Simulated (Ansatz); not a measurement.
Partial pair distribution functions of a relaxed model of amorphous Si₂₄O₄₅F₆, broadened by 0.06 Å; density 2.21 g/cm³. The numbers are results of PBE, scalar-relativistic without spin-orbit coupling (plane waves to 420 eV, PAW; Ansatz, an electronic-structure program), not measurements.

A CHGNet melt-quench gave the starting glass, which DFT then relaxed. O and F atoms were pushed apart under 1.9 Å during the dynamics, to hinder bonds among them. The hot cell started wider than the set density and was brought back towards it in steps. It is the lowest in DFT energy of 2 quenches. It is a model cell: composition and starting density were chosen by hand, and all elements were melted together. No dispersion term was used. Its density started from a set value of 2.22 and ended at 2.21 g/cm³. Cooling (nominally 400 K/ps over its main leg) ran many orders faster than in experiment, which tends to leave more defects and strain. A cell of this size samples the disorder only roughly. The volume was free in the relaxation, at fixed shape. Stress components on the final sampling reach 0.6 GPa.

| r (Å) | g Si-O | g Si-F | g Si-Si | g O-O |
|---|---|---|---|---|
| 1.35 | 0.00 | 0.01 | 0.00 | 0.00 |
| 1.45 | 0.22 | 0.92 | 0.00 | 0.00 |
| 1.55 | 7.03 | 8.66 | 0.00 | 0.00 |
| 1.65 | 16.94 | 5.22 | 0.00 | 0.00 |
| 1.75 | 3.65 | 0.20 | 0.00 | 0.00 |
| 1.85 | 0.37 | 0.00 | 0.00 | 0.00 |
| 1.95 | 0.05 | 0.00 | 0.00 | 0.00 |
| 2.05 | 0.00 | 0.00 | 0.00 | 0.00 |
| 2.15 | 0.00 | 0.00 | 0.00 | 0.01 |
| 2.25 | 0.07 | 0.00 | 0.00 | 0.16 |
| 2.35 | 0.08 | 0.00 | 0.00 | 0.21 |
| 2.45 | 0.01 | 0.00 | 0.00 | 0.58 |
| 2.55 | 0.00 | 0.00 | 0.14 | 3.40 |
| 2.65 | 0.00 | 0.00 | 0.35 | 6.64 |
| 2.75 | 0.03 | 0.00 | 0.88 | 3.99 |
| 2.85 | 0.13 | 0.00 | 2.99 | 1.41 |
| 2.95 | 0.08 | 0.00 | 3.78 | 0.58 |
| 3.05 | 0.47 | 0.00 | 2.83 | 0.55 |
| 3.15 | 0.87 | 0.09 | 3.32 | 0.24 |
| 3.25 | 0.88 | 0.61 | 1.59 | 0.28 |
| 3.35 | 0.90 | 0.63 | 0.08 | 0.48 |
| 3.45 | 0.95 | 1.03 | 0.00 | 0.60 |
| 3.55 | 1.03 | 1.24 | 0.05 | 0.48 |
| 3.65 | 1.07 | 1.63 | 0.29 | 0.73 |
| 3.75 | 1.42 | 1.64 | 0.20 | 0.64 |
| 3.85 | 1.40 | 2.40 | 0.26 | 0.77 |
| 3.95 | 1.67 | 1.48 | 0.16 | 0.87 |
| 4.05 | 1.63 | 1.36 | 0.37 | 0.66 |
| 4.15 | 2.06 | 2.00 | 0.54 | 0.63 |
| 4.25 | 1.91 | 1.35 | 0.87 | 0.73 |
| 4.35 | 1.28 | 0.90 | 1.12 | 0.83 |
| 4.45 | 0.89 | 1.00 | 1.17 | 0.90 |
| 4.55 | 0.52 | 1.06 | 1.38 | 1.34 |
| 4.65 | 0.58 | 0.73 | 1.57 | 1.38 |
| 4.75 | 0.66 | 0.84 | 1.72 | 1.19 |
| 4.85 | 0.82 | 0.59 | 1.65 | 1.20 |
| 4.95 | 0.80 | 0.48 | 1.26 | 1.38 |
| 5.05 | 0.66 | 0.80 | 1.19 | 1.36 |
| 5.15 | 0.81 | 0.74 | 0.98 | 1.31 |

Within 2.00 Å each Si has 3.79 O neighbours on average.
